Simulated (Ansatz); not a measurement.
Results of PBE in Ansatz (plane waves, PAW) for CsCl-type RuAl.

Run with plane-wave cutoff 500 eV, 18×18×18 k mesh, Fermi–Dirac smearing 0.1 eV, no spin polarisation, scalar-relativistic PAW data made under PBE.

Computed at the level's own relaxed cell.

Give the computed equilibrium volume per atom and equilibrium lattice constant a.


* **equilibrium volume per atom**: 13.56 Å³/atom
* **equilibrium lattice constant a**: 3.005 Å

Measured, for comparison: lattice constant a 2.992 Å (temperature not stated, copied from a table, unchecked, not corrected to a static lattice; as tabulated in Acta Metallurgica 41, 863 (1993)). Computed (rounded) less measured: lattice constant a not scored (unchecked).

It cost very roughly 40 core-seconds of CPU time.

Ansatz is a quantum-chemistry and plane-wave program.
